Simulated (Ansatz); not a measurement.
The starting structures come from a database of crystals and need not be the phases stable at ambient conditions.

 Where the default PAW files enter, the runs use the earlier of Ansatz's two default sets.

By PBEsol, the system below comes out a metal.

The ballistic (Sharvin) conductance counts the channels at the Fermi level: G/A = (e²/h) × channels of both spins per area.

Here is the system:

```xyz
2
Lattice="2.6054 0.0000 0.0000 -1.3027 3.2866 0.0000 1.3027 0.0000 3.2866" Properties=species:S:1:pos:R:3 pbc="T T T"
Si     0.6513     1.6433     1.6433
Si     1.3027     0.0000     0.0000
```

Space group of this cell: I4_1/amd. The cell is strained (all lengths scaled by 0.98); by PBEsol its mean pressure is 9.0 GPa.

The current flows along the normal of the first two printed cell vectors, the (110) plane of the conventional cell. No spin-orbit coupling; the value is a mean over 0.1 eV about the Fermi level.

Q: Compute, with PBEsol run with Ansatz (a quantum-chemistry and plane-wave program), the ballistic conductance per area.

A: 1.2 × 10¹⁵ S/m² for both spins.
